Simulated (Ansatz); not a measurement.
The starting structures come from a database of crystals and need not be the phases stable at ambient conditions.

 Where the default PAW files enter, the runs use the earlier of Ansatz's two default sets.

The decay constant κ of evanescent states in the gap governs leakage through a thin film.

```
WO3
1.0
    3.94353     0.00000     0.00000
    0.01334     7.53935     0.00000
    0.00000     0.00000     7.54766
W O
4 12
Direct
  0.05397   0.25478   0.28424
  0.94603   0.74522   0.71576
  0.94603   0.24522   0.78424
  0.05397   0.75478   0.21576
  0.00108   0.75073   0.98661
  0.99892   0.24927   0.01339
  0.99892   0.74927   0.48661
  0.00108   0.25073   0.51339
  0.99877   0.49843   0.74960
  0.00123   0.50157   0.25040
  0.00123   0.00157   0.24960
  0.99877   0.99843   0.75040
  0.49373   0.74928   0.73014
  0.50627   0.25072   0.26986
  0.50627   0.75072   0.23014
  0.49373   0.24928   0.76986
```

Space group of this cell: P2_1/c. The cell is strained (lengths along the current scaled by 0.97, ions clamped).

Transport runs along the normal of the first two printed cell vectors.

No gap correction and no spin-orbit coupling; mid-gap values are interpolated between computed energies.

### Question
State the band gap and the smallest decay constant κ at mid-gap according to Ansatz (a first-principles code) with PBEsol.

### Answer
Gap 1.46 eV on a 8×4×4 mesh; κ = 0.213 1/Å, at the zone centre.
